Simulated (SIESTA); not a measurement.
A self-consistent single point of IrRh3 (I4/mmm, 4 atoms in the cell) with SIESTA.

Computed with SIESTA with LDA PW92, numerical atomic orbitals DZP, PseudoDojo LDA standard norm-conserving potentials (rewritten from UPF to PSML).

The change in words: lattice scaled by 0.98. Reference geometry:
```yaml
crystal:
  lattice:
    - [-1.90678, 1.90678, 3.81948]
    - [1.90678, -1.90678, 3.81948]
    - [1.90678, 1.90678, -3.81948]
  atoms:
    - { symbol: Ir, position: [0.00000, 0.00000, 0.00000] }
    - { symbol: Rh, position: [0.75000, 0.25000, 0.50000] }
    - { symbol: Rh, position: [0.25000, 0.75000, 0.50000] }
    - { symbol: Rh, position: [0.50000, 0.50000, 0.00000] }
```

Reference input (self-consistent single point, DFT, LDA PW92, numerical atomic orbitals DZP, PseudoDojo LDA standard norm-conserving potentials (rewritten from UPF to PSML)): XC.functional = LDA; XC.authors = PW92; potentials = PseudoDojo LDA standard; PAO.BasisSize = DZP; PAO.EnergyShift = 0.01 Ry; MeshCutoff = 400 Ry; kgrid.MonkhorstPack = 10 10 10; OccupationFunction = MP; OccupationMPOrder = 0; ElectronicTemperature = 0.136 eV; MaxSCFIterations = 150; SCF.Mixer.Method = Pulay. This run's input differs from it in these lines:

```diff
@@ -12,5 +12,5 @@
 %block LatticeVectors
-    -3.603291980    3.603291980    7.217780587
-     3.603291980   -3.603291980    7.217780587
-     3.603291980    3.603291980   -7.217780587
+    -3.531225384    3.531225384    7.073424408
+     3.531225384   -3.531225384    7.073424408
+     3.531225384    3.531225384   -7.073424408
 %endblock LatticeVectors
@@ -19,5 +19,5 @@
      0.000000000    0.000000000    0.000000000  1
-    -0.000000000    3.603291980    3.608890294  2
-     3.603291980    0.000000000    3.608890294  2
-     0.000000000    0.000000000    7.217780587  2
+    -0.000000000    3.531225384    3.536712204  2
+     3.531225384    0.000000000    3.536712204  2
+     0.000000000    0.000000000    7.073424408  2
 %endblock AtomicCoordinatesAndAtomicSpecies
```

The program printed (abridged):

```
        iscf     Eharris(eV)        E_KS(eV)     FreeEng(eV)     dDmax    Ef(eV) dHmax(eV)
   scf:    1   -12659.316488   -12690.378455   -12690.411203  0.983953 -0.319531 17.404121
   scf:    2   -12697.023115   -12697.732387   -12697.768229  0.480408 -1.405850  8.279304
   scf:    3   -12697.565688   -12700.210121   -12700.246046  0.345079 -1.990260  7.334379
   scf:    4   -12701.703661   -12701.787325   -12701.826159  0.213585 -2.589283  1.716642
   scf:    5   -12701.900901   -12701.902227   -12701.940724  0.013514 -2.617945  0.197778
   scf:    6   -12701.848547   -12701.889499   -12701.927669  0.015630 -2.613167  0.657453
   scf:    7   -12701.911515   -12701.905035   -12701.943375  0.006226 -2.619915  0.130889
   scf:    8   -12701.905491   -12701.905552   -12701.943884  0.001914 -2.624474  0.068196
   scf:    9   -12701.905808   -12701.905804   -12701.944173  0.001228 -2.623859  0.001556
   scf:   10   -12701.905803   -12701.905804   -12701.944173  0.000076 -2.623949  0.000823
SCF Convergence by DM+H criterion
max |DM_out - DM_in|         :     0.0000760872
max |H_out - H_in|      (eV) :     0.0008230461
SCF cycle converged after 10 iterations

Using DM_out to compute the final energy and forces

siesta: E_KS(eV) =           -12701.9058

siesta: E_KS - E_eggbox =    -12701.9058

siesta: Atomic forces (eV/Ang):
     1   -0.000000    0.000000    0.000000
     2    0.000259   -0.000259   -0.000000
     3   -0.000259    0.000259    0.000000
     4   -0.000000   -0.000000   -0.000000
   Tot   -0.000000   -0.000000    0.000000
   Max    0.000259
   Res    0.000149    sqrt( Sum f_i^2 / 3N )
   Max    0.000259    constrained

Stress tensor Voigt[x,y,z,yz,xz,xy] (kbar):      -72.61      -72.61      -74.48        0.00        0.00        0.30
(Free)E + p*V (eV/cell)   -12699.5545
   [... lines left out ...]
siesta: FreeEng =    -12701.944173
   [... lines left out ...]
siesta:    -0.045317    0.000186    0.000002
siesta:     0.000186   -0.045317    0.000002
siesta:     0.000002    0.000002   -0.046489

siesta: Cell volume =         52.281012 Ang**3

siesta: Pressure (static):
siesta:                Solid            Molecule  Units
siesta:           0.00049782          0.00049788  Ry/Bohr**3
siesta:           0.04570737          0.04571354  eV/Ang**3
siesta:          73.23128092         73.24116426  kBar
```

The run converged in 10 iterations. Against the reference run the free energy falls by 17.7 meV/atom and the pressure goes from -13.10 to 7.32 GPa.

The starting cell comes from a database of computed structures (which also holds hypothetical and non-ambient phases and stackings), without a prior relaxation at this level. For this run, on top of that: lattice scaled by 0.98. Spin polarisation is off. Values carry the incompleteness of an atom-centred basis. With a pressure of about 7 GPa the cell is away from its equilibrium volume at this level.

Cost on one core of a shared machine: roughly 50 s.
